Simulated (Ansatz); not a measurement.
TaN (model structure, started from the NbAs type, I4₁md, No. 109, 4 atoms in the cell) was calculated with r²SCAN in Ansatz (PAW).

Settings: plane-wave cutoff 560 eV, 18×18×18 k mesh, Fermi–Dirac smearing 0.01 eV, scalar-relativistic PAW data made under PBE.

Cell (relaxed at this level):

```cif
data_N4Ta4
_chemical_formula_sum 'Ta4 N4'
_space_group_name_H-M_alt 'I41md'
_space_group_IT_number 109
_space_group_name_Hall 'I 4bw -2'
_cell_length_a 2.90144
_cell_length_b 2.90144
_cell_length_c 10.23858
_cell_angle_alpha 90.000
_cell_angle_beta 90.000
_cell_angle_gamma 90.000
loop_
_atom_site_label
_atom_site_type_symbol
_atom_site_symmetry_multiplicity
_atom_site_Wyckoff_symbol
_atom_site_fract_x
_atom_site_fract_y
_atom_site_fract_z
_atom_site_occupancy
Ta1 Ta 4 a 0.00000 0.00000 0.24875 1
N1 N 4 a 0.00000 0.00000 0.66725 1
```
(The calculation used a cell of 4 atoms; values per cell refer to that cell.)

### Question
Give the computed band gap, smallest direct gap on the k points sampled and Γ–Γ gap.

### Answer

- band gap: 0.75 eV
- smallest direct gap on the k points sampled: 1.07 eV
- Γ–Γ gap: 5.17 eV

Note: the relaxation could raise the start's symmetry but not lower it, so the cell can be a saddle point.

Spin–orbit coupling is not included.

It cost around 50 core-seconds (rough) of CPU time.

A model structure was made by putting elements into a prototype or built by hand; it is no filed structure, need not be a known phase, and can be a saddle point held by its symmetry.

Ansatz is a first-principles code.
